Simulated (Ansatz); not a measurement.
System: MnN (P6₃mc, No. 186, 4 atoms in the cell; start mp-999517). Method: LDA (PAW; Ansatz, a program for electronic structure).

Numerical settings: plane-wave cutoff 520 eV, 24×24×10 k mesh (along the axes of the cell as run), Fermi–Dirac smearing 0.05 eV, spin-polarised start, scalar-relativistic PAW data made under PBE.

Cell (relaxed at this level):

```yaml
crystal:
  lattice:
    - [2.88201, 0.00000, 0.00000]
    - [-1.44100, 2.49589, 0.00000]
    - [0.00000, 0.00000, 5.11337]
  atoms:
    - { symbol: Mn, position: [0.66667, 0.33333, 0.98817] }
    - { symbol: Mn, position: [0.33333, 0.66667, 0.48817] }
    - { symbol: N, position: [0.66667, 0.33333, 0.63383] }
    - { symbol: N, position: [0.33333, 0.66667, 0.13383] }
```

Predict the bulk modulus.


- bulk modulus: 258 GPa

The run finds no gap.

Note: the magnetic order was assumed, not searched for or taken from measurement; the bulk modulus is −V dP/dV from two relaxed cells at ±2 % in volume; the relaxation could not lower the start's symmetry, so the cell can be a saddle point above a distorted one.

Computed values are for the static lattice.

The result took about 14 core-minutes (a rough figure).

A start named mp-… is a Materials Project structure, which need not be a measured phase.
